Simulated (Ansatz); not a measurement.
**Response to strain in TiB2**

Consider TiB2 (space group P6/mmm, No. 191; relaxed with 0.1 eV smearing).

```cif
data_B2Ti
_chemical_formula_sum 'Ti1 B2'
_space_group_name_H-M_alt 'P6/mmm'
_space_group_IT_number 191
_space_group_name_Hall '-P 6 2'
_cell_length_a 3.03238
_cell_length_b 3.03238
_cell_length_c 3.22383
_cell_angle_alpha 90.000
_cell_angle_beta 90.000
_cell_angle_gamma 120.000
loop_
_atom_site_label
_atom_site_type_symbol
_atom_site_symmetry_multiplicity
_atom_site_Wyckoff_symbol
_atom_site_fract_x
_atom_site_fract_y
_atom_site_fract_z
_atom_site_occupancy
Ti1 Ti 1 a 0.00000 0.00000 0.00000 1
B1 B 2 d 0.33333 0.66667 0.50000 1
```

Strains are applied to the cell and any free atomic positions relax.

Computed with PBE (Ansatz, a program for electronic structure), no spin-orbit coupling.

Candidates:
(a) isotropic strain +1.50 %
(b) isotropic strain +2.50 %
(c) isotropic strain +2.00 %
(d) isotropic strain −1.50 %

Notes on the quantities. energy relative to the base: free energy F.

**Question.** Order them by energy relative to the base, lowest first.

**Answer.** (a) isotropic strain +1.50 % (+13 meV/atom), (d) isotropic strain −1.50 % (+14 meV/atom), (c) isotropic strain +2.00 % (+23 meV/atom), (b) isotropic strain +2.50 % (+36 meV/atom)

No phonon test of stability was made. The final runs are not spin-polarised.
